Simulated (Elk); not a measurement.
# A self-consistent single point of FeO (Fm-3m, 4 atoms in the cell) with Elk

Computed with PBE, all-electron FP-LAPW, Elk's shipped species files, LAPW+lo basis (Elk 10.2.4).

Input:

```
tasks
  0

xctype
  20

spinpol
  .true.

reducebf
  0.8

rgkmax
  7.5

gmaxvr
  14.0

nxoapwlo
  1

rmtscf
  0.91

nempty
  8

swidth
  0.000734986

maxscl
  100

scale
  1.889726125

avec
    4.3438560000    2.1719280000    2.1719280000
    2.1719280000    4.3438560000    2.1719280000
    2.1719280000    2.1719280000    4.3438560000

sppath
  'species/'

atoms
  2
  'Fe.in'
  2
  0.0000000000  0.0000000000  0.0000000000    0.0 0.0 -2.0
  0.5000000000  0.5000000000  0.5000000000    0.0 0.0 2.0
  'O.in'
  2
  0.2500000000  0.2500000000  0.2500000000    0.0 0.0 0.0
  0.7500000000  0.7500000000  0.7500000000    0.0 0.0 0.0

ngridk
  7 7 7
```

Output, abridged:

```
│ Elk code version 10.2.4 │

All units are atomic (Hartree, Bohr, etc.)

│ Ground-state run starting from atomic densities │

Lattice vectors :
   8.208698166       4.104349083       4.104349083
   4.104349083       8.208698166       4.104349083
   4.104349083       4.104349083       8.208698166

Unit cell volume      :    276.5622280
Brillouin zone volume :   0.8969056087

Muffin-tin inner radius fraction :   0.1000000000E-01

Nuclei treated as point charges

Species :    1 (Fe)
 parameters loaded from : Fe.in
 name : iron
 nuclear charge    :   -26.00000000
 electronic charge :    26.00000000
 atomic mass :    101799.2074
 muffin-tin radius :    2.184000000
 number of radial points in muffin-tin :    497
 atomic positions (lattice), magnetic fields (Cartesian) :
   1 :   0.00000000  0.00000000  0.00000000    0.00000000  0.00000000 -2.00000000
   2 :   0.50000000  0.50000000  0.50000000    0.00000000  0.00000000  2.00000000

Species :    2 (O)
 parameters loaded from : O.in
 name : oxygen
 nuclear charge    :   -8.000000000
 electronic charge :    8.000000000
 atomic mass :    29165.12202
 muffin-tin radius :    1.638000000
 number of radial points in muffin-tin :    297
 atomic positions (lattice), magnetic fields (Cartesian) :
   1 :   0.25000000  0.25000000  0.25000000    0.00000000  0.00000000  0.00000000
   2 :  -0.25000000 -0.25000000 -0.25000000    0.00000000  0.00000000  0.00000000

Total number of atoms per unit cell :    4

Spin treatment :
 spin-polarised
 global magnetic field (Cartesian) :    0.000000000       0.000000000       0.000000000
 collinear magnetisation in z-direction

Number of Bravais lattice symmetries :   12
Number of crystal symmetries         :   24
Crystal has inversion symmetry
Real symmetric eigensolver will be used

k-point grid :      7     7     7
k-point offset :    0.000000000       0.000000000       0.000000000
k-point set is reduced with full crystal symmetry group
   [... lines left out ...]
Maximum |G| for potential and density :    14.00000000
 potential will be trimmed for |G| > 2 gkmax
Constant for pseudocharge density :    8
Radial integration step length :    4

G-vector grid sizes :     45    45    45
Number of G-vectors :    12769

Maximum angular momentum used for
 APW functions                      :    8
 outer part of muffin-tin           :    6
 inner part of muffin-tin           :    1

Total nuclear charge    :   -68.00000000
Total core charge       :    24.00000000
Total valence charge    :    44.00000000
Total excess charge     :    0.000000000
Total electronic charge :    68.00000000

Effective Wigner radius, rₛ :   0.9902201991

Number of empty states         :   32
Total number of valence states :  108
Total number of core states    :   24

Total number of local-orbitals :   46

Exchange-correlation functional :     20     0     0
 Perdew-Burke-Ernzerhof, Phys. Rev. Lett. 77, 3865 (1996)
 gradient requirement :    1
 generalised gradient approximation (GGA)

Smearing type :    3
 Fermi-Dirac
Smearing width :   0.7349860000E-03
Effective electronic temperature (K) :    232.0902224

Mixing type :    3
 Broyden mixing, J. Phys. A: Math. Gen. 17, L317 (1984)

Kohn-Sham potential initialised from atomic data
│ Self-consistent loop started │
│ Loop number : 1 │
 total energy                :     -2704.56391029
 total moment                :  -0.3257594297E-16
│ Loop number : 2 │
 total energy                :     -2704.64424786
 total moment                :  -0.1056484202E-15
RMS change in Kohn-Sham potential (target) :    1.699554654     (  0.1000000000E-05)
Absolute change in total energy (target)   :   0.8033757179E-01 (  0.1000000000E-03)
│ Loop number : 3 │
 total energy                :     -2702.00309530
 total moment                :  -0.1517119687E-15
RMS change in Kohn-Sham potential (target) :    1.528843000     (  0.1000000000E-05)
Absolute change in total energy (target)   :    2.621068163     (  0.1000000000E-03)
│ Loop number : 4 │
 total energy                :     -2700.60836898
 total moment                :  -0.7688599893E-16
RMS change in Kohn-Sham potential (target) :   0.6118403411     (  0.1000000000E-05)
Absolute change in total energy (target)   :    2.049993367     (  0.1000000000E-03)
│ Loop number : 5 │
   [... lines left out ...]
RMS change in Kohn-Sham potential (target) :   0.1458144084E-04 (  0.1000000000E-05)
Absolute change in total energy (target)   :   0.2533058532E-03 (  0.1000000000E-03)
│ Loop number : 32 │
 total energy                :     -2696.24505538
 total moment                :  -0.2798353128E-15
RMS change in Kohn-Sham potential (target) :   0.6608173586E-05 (  0.1000000000E-05)
Absolute change in total energy (target)   :   0.8080169528E-04 (  0.1000000000E-03)
│ Loop number : 33 │
 total energy                :     -2696.24498920
 total moment                :  -0.7000837980E-16
RMS change in Kohn-Sham potential (target) :   0.2666704197E-05 (  0.1000000000E-05)
Absolute change in total energy (target)   :   0.8637649307E-04 (  0.1000000000E-03)
│ Loop number : 34 │
 total energy                :     -2696.24493643
 total moment                :  -0.7214274273E-16
RMS change in Kohn-Sham potential (target) :   0.6483488382E-06 (  0.1000000000E-05)
Absolute change in total energy (target)   :   0.7436515034E-04 (  0.1000000000E-03)
Convergence targets achieved

│ Loop number : 35 │

Energies :
 Fermi                       :     0.310131512875
 sum of eigenvalues          :     -1548.94184309
 electron kinetic            :      2729.82187979
 core electron kinetic       :      2416.20710837
 Coulomb                     :     -5296.90655721
 Coulomb potential           :     -4111.39536484
 nuclear-nuclear             :     -386.815363012
 electron-nuclear            :     -5708.78702355
 Hartree                     :      798.695829351
 Madelung                    :     -3241.20887478
 xc potential                :     -166.886901261
 xc effective B-field        :    -0.479556740718
 external B-field            :      0.00000000000
 exchange                    :     -126.273491463
 correlation                 :     -2.88653719705
 electron entropic           :    -0.222178229476E-03
 total energy                :     -2696.24492826
 (external B-field energy excluded from total)

Density of states at Fermi energy :    136.5293066
 (states/Hartree/unit cell)

Estimated indirect band gap :   0.3148699988E-03
 from k-point      6 to k-point     44
Estimated direct band gap   :   0.3601142468E-02
 at k-point     40

Charges :
 core                        :    24.00000000
 valence                     :    44.00000000
 interstitial                :    4.961755092
 muffin-tins (core leakage)
  species :    1 (Fe)
   atom    1                 :    24.29135681     (  0.2168576430E-10)
   atom    2                 :    24.29135681     (  0.2168576430E-10)
  species :    2 (O)
   atom    1                 :    7.227765642     (  0.6468702773E-07)
   atom    2                 :    7.227765642     (  0.6468702773E-07)
 total in muffin-tins        :    63.03824491
 total calculated charge     :    68.01171680
 total charge                :    68.00000000
 error                       :   0.1171679593E-01

Moments :
 interstitial                :  -0.7072056353E-16
 muffin-tins
  species :    1 (Fe)
   atom    1                 :    3.435523434
   atom    2                 :   -3.435523434
  species :    2 (O)
   atom    1                 :   0.2269844677E-21
   atom    2                 :   0.2269844677E-21
 total in muffin-tins        :   0.4539689354E-21
 total moment                :  -0.7072010956E-16

│ Self-consistent loop stopped │
```

The run converged in 35 iterations. The count includes the last loop, which Elk runs after its targets are met.

The starting cell has typed, rounded lattice constants, without a prior relaxation at this level. Its lattice was rescaled by a random factor within 2.5 % of one. The magnetic order is the one reached from the typed start; others were not searched systematically. Values depend on the basis (sphere radii, cutoffs, local orbitals), which need not be converged. The log's line on a gap gives a spacing of levels on this mesh, which the program prints for metals too.

Cost on one core of a shared machine: roughly 7 min.
